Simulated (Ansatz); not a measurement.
# Effect of tensor shear ε_xy = +2.00 % on MgO

Base system: MgO in the rock salt structure (space group Fm-3m, No. 225; a = 4.159 Å). Axes: x, y, z lie along the cube axes.

The change: tensor shear ε_xy = +2.00 % (engineering shear γ = 0.0400); the atoms relax in the strained cell.

Calculations: LDA in Ansatz (plane waves to 420 eV, PAW, spin-orbit coupling left out). k-mesh 14×14×14 (Γ-centred); smearing 0.05 eV (Fermi–Dirac).

| quantity | base | changed | shift |
|---|---|---|---|
| space group | Fm-3m (No. 225) | Immm (No. 71) | – |
| shortest interatomic distance | 2.080 Å | 2.080 Å | 0.000 Å |
| energy relative to the base (free energy F) | 0 meV/atom | +6.9 meV/atom | +6.9 meV/atom |
| pressure (mean of the normal stresses, compression positive) | -0.01 GPa | 0.08 GPa | +0.09 GPa |
| band gap | 5.03 eV | 4.86 eV | -0.178 eV |
| gap character | direct at Γ | direct at Γ | – |
| valence-band top at Γ (three highest levels, from the VBM) | 0.00, 0.00, 0.00 eV | 0.00, -0.17, -0.31 eV | – |
| stress (xx, yy, zz, yz, xz, xy; compression positive) | – | (0.20, 0.20, -0.17, 0.00, 0.00, -6.14) GPa | – |

Cost of the whole job for the changed cell (relaxation, final SCF and bands): roughly 20 core-seconds.

Gaps are read on the SCF mesh and a high-symmetry path. Whether these cells are dynamically stable was not tested. Labels are those of the standard path for the cell's own space group.

Ansatz is a first-principles code.
